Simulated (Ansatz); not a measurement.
Consider AlRu in the CsCl type structure (space group Pm-3m, No. 221; a = 2.9832 Å; relaxed with 0.1 eV smearing). Axes: x, y, z lie along the cube axes.

Calculations: r2SCAN (Ansatz, an electronic-structure program), spin-orbit coupling left out.

Base values:

Shortest interatomic distance: 2.583 Å

One thing is altered: uniaxial strain ε_zz = −3.00 %, all other strain components held at zero, atoms relaxed at fixed cell.

Problem. How does this affect the energy relative to the base?

Solution. The energy grows by 14 meV/atom.

Problem. What does the calculation give for the stress after the change?

Solution. The stress (xx, yy, zz, yz, xz, xy; compression positive) is (5.1, 5.1, 11.6, 0.0, 0.0, 0.0) GPa.

Problem. How does this affect the shortest interatomic distance?

Solution. The shortest interatomic distance falls by 0.0256 Å (2.583 Å → 2.558 Å).

Whether these cells are dynamically stable was not tested. All final runs are without spin polarisation.
